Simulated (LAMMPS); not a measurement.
Size effects in liquid Cu (fcc) at 1490 K and zero pressure.

Model: classical MD, pair style eam/alloy, file CuNi.eam.alloy, run in LAMMPS.

```json
[
 {"atoms": "108", "volume": "13.535 ± 0.005 Å³/atom", "first peak of g(r)": "2.45 Å, height 2.7", "D(Cu)": "(3.2 ± 0.2) × 10^-5 cm²/s", "rough cost (core-seconds per simulated ps)": "0.22"},
 {"atoms": "256", "volume": "13.587 ± 0.002 Å³/atom", "first peak of g(r)": "2.50 Å, height 2.6", "D(Cu)": "(3.6 ± 0.3) × 10^-5 cm²/s", "rough cost (core-seconds per simulated ps)": "0.28"},
 {"atoms": "4000", "volume": "13.588 ± 0.001 Å³/atom", "first peak of g(r)": "2.49 Å, height 2.6", "D(Cu)": "(4.44 ± 0.09) × 10^-5 cm²/s", "rough cost (core-seconds per simulated ps)": "3.0"},
 {"atoms": "16384", "volume": "13.586 ± 0.001 Å³/atom", "first peak of g(r)": "2.48 Å, height 2.6", "D(Cu)": "(4.22 ± 0.04) × 10^-5 cm²/s", "rough cost (core-seconds per simulated ps)": "27"}
]
```

Periodic images slow diffusion in small cells, by a term that falls as 1/L. Costs are rough.

Errors of D are the spread over four groups of atoms in one short run; a floor of about 5 %, a picked value, is safer.

Uncertainties are statistical and leave out the potential's own error.
